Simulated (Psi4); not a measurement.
Psi4 1.11, PBE0/def2-svp: Hf(Cl)4(NH3) ([NH3]->[Hf]([Cl])([Cl])([Cl])[Cl]), 9 atoms. The geometry is a generated start, not checked to be a minimum at this level.

```json
{
 "task": "energy",
 "method": "pbe0",
 "basis": "def2-svp",
 "memory": "3 GB",
 "maxiter": "100",
 "keys_of_the_molecule_block": "symmetry c1",
 "scf_type": "df (default)",
 "diis_max_vecs": "10 (default)",
 "e_convergence": "1e-06 (default)",
 "d_convergence": "1e-06 (default)",
 "dft_radial_points": "75 (default)",
 "dft_spherical_points": "302 (default)",
 "effective_core_potentials": "those of the basis set, past Kr",
 "basis_functions": "133",
 "grid_points": "193267"
}
```

```xyz
9

Hf    -0.2137     0.7904     0.5569
Cl     1.8015     1.4798    -0.3896
Cl     0.3593     1.2386     2.7068
Cl    -1.4138     2.6042    -0.0892
Cl    -2.0502    -0.5508     1.0606
N      0.3196    -1.1654    -0.8089
H      0.6230    -1.9526    -0.2306
H      1.0724    -0.9593    -1.4717
H     -0.4980    -1.4848    -1.3343
```

Charge 0 and multiplicity 1 are set for this test and not shown to be the ground state.

With the defaults (diis = true, scf_initial_accelerator = adiis, damping_percentage = 0, guess = auto, which took SAD, level_shift = 0, level_shift_cutoff = 0.01, soscf = false, soscf_start_convergence = 0.01) it converges in 8 SCF iterations. One run each on 2 threads, with these changes:
- guess = modhuckel
- damping_percentage = 20
- soscf = true, soscf_start_convergence = 0.001
- guess = sapgau
- scf_initial_accelerator = none
- guess = sap
- level_shift = 0.1, level_shift_cutoff = 0.001
- diis = false, scf_initial_accelerator = none, damping_percentage = 60
- guess = huckel

Question: Which runs fail or end elsewhere than the default run?

Answer: No convergence: diis = false, scf_initial_accelerator = none, damping_percentage = 60 (the run ends without SCF convergence in 100 iterations). The rest reach the solution of the defaults.

```json
[
 {"setting": "soscf = true, soscf_start_convergence = 0.001", "SCF iterations": "6", "JK calls": "17", "end": "same solution"},
 {"setting": "the defaults", "SCF iterations": "8", "JK calls": "9", "end": "same solution"},
 {"setting": "scf_initial_accelerator = none", "SCF iterations": "8", "JK calls": "9", "end": "same solution"},
 {"setting": "level_shift = 0.1, level_shift_cutoff = 0.001", "SCF iterations": "8", "JK calls": "9", "end": "same solution"},
 {"setting": "guess = modhuckel", "SCF iterations": "10", "JK calls": "38", "end": "same solution"},
 {"setting": "guess = huckel", "SCF iterations": "10", "JK calls": "38", "end": "same solution"},
 {"setting": "guess = sap", "SCF iterations": "12", "JK calls": "12", "end": "same solution"},
 {"setting": "guess = sapgau", "SCF iterations": "13", "JK calls": "13", "end": "same solution"},
 {"setting": "damping_percentage = 20", "SCF iterations": "17", "JK calls": "18", "end": "same solution"},
 {"setting": "diis = false, scf_initial_accelerator = none, damping_percentage = 60", "SCF iterations": "100", "JK calls": "101", "end": "no convergence"}
]
```

An SOSCF iteration holds several JK calls; a Hückel guess adds calls on atoms.
